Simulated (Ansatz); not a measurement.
Start from BAs in the zinc blende structure (space group F-43m, No. 216; a = 4.7839 Å). Axes: x, y, z lie along the cube axes.

Method: Ansatz (a first-principles code), r2SCAN, PAW, cutoff 500 eV, no spin-orbit coupling.

Before the change:

```
Property                             Value
---------------------  -------------------
Band gap                           1.38 eV
Valence-band top at Γ  0.00, 0.00, 0.00 eV
```

It is then changed as follows: a pure shear with ε_xy = ε_yx = 0.0114; the atoms relax in the strained cell.

**Question.** Predict the new band gap, stress and valence-band top at Γ.

**Answer.** The band gap shrinks by 0.14 eV to 1.24 eV; the stress (xx, yy, zz, yz, xz, xy; compression positive) comes out as (0.10, 0.10, -0.01, 0.00, 0.00, -3.59) GPa; the valence-band top at Γ (three highest levels, from the VBM) changes from 0.00, 0.00, 0.00 eV to 0.00, -0.10, -0.18 eV.

No phonon test of stability was made.
